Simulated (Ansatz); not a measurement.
Consider interstitial La in monoclinic HfO2, charge state +3. The step: one La atom jumps by itself; the atom moves 1.22 Å along (0.22, -0.06, 0.11) of the unit cell; the moving atom starts with neighbours Hf at 2.72; O at 2.19, O at 2.21, O at 2.29, 2 O at 2.32, O at 2.61, O at 2.70 Å and ends with Hf at 2.72; O at 2.19, O at 2.21, O at 2.29, 2 O at 2.32, O at 2.61, O at 2.70 Å. DFT values are from Ansatz (plane-wave PAW, 420 eV unless said) in a cell of 96 host sites, spin-restricted, static, with no finite-size correction. The charge state is imposed; whether it is stable for some Fermi level was not computed. Sites that were not tried may lie lower. For the PBE band: the check of the saddle point's order was inconclusive, and it lies on a symmetry element of the cell, where a band can be held.

```csv
Level,Forward barrier (eV),Cost of the band or of the saddle's single point
"CHGNet universal potential (has no charge state), its own band",0.26,-
"PBE, the Γ point alone, band relaxed",0.43,around 70 core-minutes (rough)
"PBE, a 2×2×2 k-point mesh shifted by half a step, same geometries",0.43,roughly 11 core-minutes
"r2SCAN at 500 eV, the Γ point alone, same geometries",?,roughly 2.6 core-minutes
```

Question: Fill in the missing entries.

Answer: 
- r2SCAN at 500 eV, the Γ point alone, same geometries, Forward barrier (eV): 0.47

Ansatz is an electronic-structure program.
